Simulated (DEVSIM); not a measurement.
System: Ru/Si3N4/p-GaAs capacitor, at 300 K.

| layer (left to right) | material | thickness (nm) | Na (cm⁻³) |
|---|---|---|---|
| 1 | Si3N4 | 6.50 | - |
| 2 | GaAs | 5700 | 2.6e16 |

Metal gate on the left, work function 4.7 eV. Fixed charge at the semiconductor interface 1.6e10 cm⁻² (in units of +e); no interface traps.

This is a model device: material constants are rounded textbook-type values typed into the input, and sizes, dopings and lifetimes were drawn at random. Values at 300 K.

| parameter | Si3N4 | GaAs |
|---|---|---|
| gap (eV) | 5.1 | 1.424 |
| affinity (eV) | 2.1 | 4.07 |
| permittivity | 7.5 | 12.9 |
| Nc (cm⁻³) | - | 4.7e17 |
| Nv (cm⁻³) | - | 9e18 |

DEVSIM, 1D Poisson equation in equilibrium, Boltzmann statistics, complete ionisation; no quantum confinement or tunnelling. Metal contacts follow the ideal Schottky-Mott rule: no Fermi-level pinning, no interface dipoles.

**Question.** Give the band bending (positive: bands bend down) and minority sheet density.

**Answer.** 
```tsv
Vg (V)	ψs (V)	minority carriers (cm⁻²)
-1	-0.138	< 1e8
-0.7	-0.035	< 1e8
-0.4	0.205	< 1e8
-0.1	0.481	< 1e8
0.2	0.763	< 1e8
0.5	1.049	< 1e8
```
